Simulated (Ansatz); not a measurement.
The starting structures come from a database of crystals and need not be the phases stable at ambient conditions.

 Where the default PAW files enter, the runs use the earlier of Ansatz's two default sets.

Tunnelling through a barrier is set by its complex band structure: the current falls as exp(−2κd) with the smallest κ.

```xyz
2
Lattice="4.1987 0.0000 0.0000 0.0000 5.9378 0.0000 2.0993 2.9689 2.0993" Properties=species:S:1:pos:R:3 pbc="T T T"
Rb     0.0000     2.9689     0.0000
H      0.0000     0.0000     0.0000
```

Space group of this cell: Fm-3m, rock salt. The cell was relaxed by PBE-D3(BJ).

Transport runs along the normal of the first two printed cell vectors, the (110) plane of the conventional cell.

The gap is the functional's own, uncorrected, and κ follows it; spin-orbit coupling is left out. Mid-gap values are interpolated between the computed energies.

Task: Give the band gap and the smallest decay constant κ at mid-gap that PBEsol (Ansatz, a first-principles code) yields.

Result: Gap 2.70 eV on a 14×14×14 mesh; κ = 0.274 1/Å, at (0.000, 0.500) of the in-plane reciprocal vectors. At the zone centre, at the nearest computed energy, the slowest state has κ = 0.36 1/Å.
